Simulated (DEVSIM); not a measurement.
System: Si p-i-n diode, at 300 K.

Layer 1 from the left is Si, thickness (μm) 1.40, Na (cm⁻³) 6.8e18, τn (s) 2.7e-7, τp (s) 2.7e-7. Layer 2 from the left is Si, thickness (μm) 44.0, Nd (cm⁻³) 6.1e11, τn (s) 2.7e-7, τp (s) 2.7e-7. Layer 3 from the left is Si, thickness (μm) 2.10, Nd (cm⁻³) 2.1e18, τn (s) 2.7e-7, τp (s) 2.7e-7.

Left contact: ohmic. Right contact: ohmic. Voltage is applied to the left contact. Recombination: SRH at mid-gap, radiative, Auger. Mobility is μmin + (μ − μmin)/(1 + (N/Nref)^α).

Constants are typed, rounded textbook-type inputs, not results; the design itself was drawn at random and stands for no fabricated device. Values at 300 K.

Si: gap (eV) 1.124, affinity (eV) 4.05, permittivity 11.7, Nc (cm⁻³) 2.86e19, Nv (cm⁻³) 3.1e19, μn (cm²/Vs) 1417, μp (cm²/Vs) 470, μn,min 52, μp,min 45, Nref,n 9.7e16, Nref,p 2.2e17, αn 0.68, αp 0.72, B (cm³/s) 4.7e-15, Cn (cm⁶/s) 2.8e-31, Cp (cm⁶/s) 9.9e-32.

DEVSIM, 1D drift-diffusion, Boltzmann statistics, complete ionisation; no tunnelling, impact ionisation, image-force lowering or self-heating.

Q: What does the simulation give for the dark forward voltage at 100 A/cm², the dark forward voltage at 1 A/cm², the potential step across the device at zero bias?

A: dark forward voltage at 100 A/cm² 0.844 V; dark forward voltage at 1 A/cm² 0.608 V; potential step across the device at zero bias 1.017 V.
